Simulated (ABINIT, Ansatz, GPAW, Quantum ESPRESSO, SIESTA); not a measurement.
## NaPt2 (Fd-3m, 6 atoms in the cell) computed with different codes at matched settings

Self-consistent single point.

```xyz
6
Lattice="0.0000 3.7523 3.7523 3.7523 0.0000 3.7523 3.7523 3.7523 0.0000" Properties=species:S:1:pos:R:3 pbc="T T T"
Na     3.7523     3.7523     3.7523
Na     5.6285     5.6285     5.6285
Pt     0.9381     0.9381     0.9381
Pt     0.9381     2.8143     2.8143
Pt     2.8143     2.8143     0.9381
Pt     2.8143     0.9381     2.8143
```

Shared settings, as Ansatz (a first-principles code) writes them: kpoints.mp_grid.grid = 4 4 4; scf.occupations.method = fermi_dirac; scf.occupations.width = 0.1 eV. Potentials and cutoffs stand in the table.

```csv
code,model,pressure (GPa),cutoff
Quantum ESPRESSO,"LDA (PZ), GBRV 1.5 ultrasoft (LDA) pseudopotentials",-5.35,40 Ry
Ansatz,"LDA (PW92), PAW files made with PBE",-4.81,420 eV
ABINIT,"LDA (PW92), PAW (JTH v2.0 LDA PAW)",-4.47,60 Ry
GPAW,"LDA (Perdew-Wang 92), GPAW PAW datasets LDA (gpaw-data 1.0.1)",-5.06,850 eV
SIESTA,"LDA PW92, numerical atomic orbitals DZP, PseudoDojo LDA standard norm-conserving potentials (rewritten from UPF to PSML)",-4.46,grid 300 Ry
```

On Ansatz's run: spin-orbit coupling is off. Spin polarisation is off.

The spread over the programs that give each value: pressure within 0.89 GPa.

SIESTA uses small atom-centred bases, whose incompleteness enters pressures, forces and empty levels differently from a plane-wave cutoff. Ansatz's pressure is given at a fixed set of plane waves, as the other plane-wave codes print theirs; with its correction for the finite basis it is -4.78 GPa. The same LDA comes in different parametrisations, which differ slightly.

On the base mesh (8 8 8) the same programs gave: Ansatz pressure -5.28 GPa; Quantum ESPRESSO pressure -5.83 GPa; ABINIT pressure -4.94 GPa; GPAW pressure -5.57 GPa; SIESTA pressure -5.00 GPa.

The values differ from the base mesh's, so the mesh still matters here: the table compares the programs at equal settings.

The starting cell comes from a database of computed structures (which also holds hypothetical and non-ambient phases and stackings), without a prior relaxation at this level.

Left out of this page: FLEUR (not drawn, or without a comparable value).

Keys are those of Ansatz 0.2.
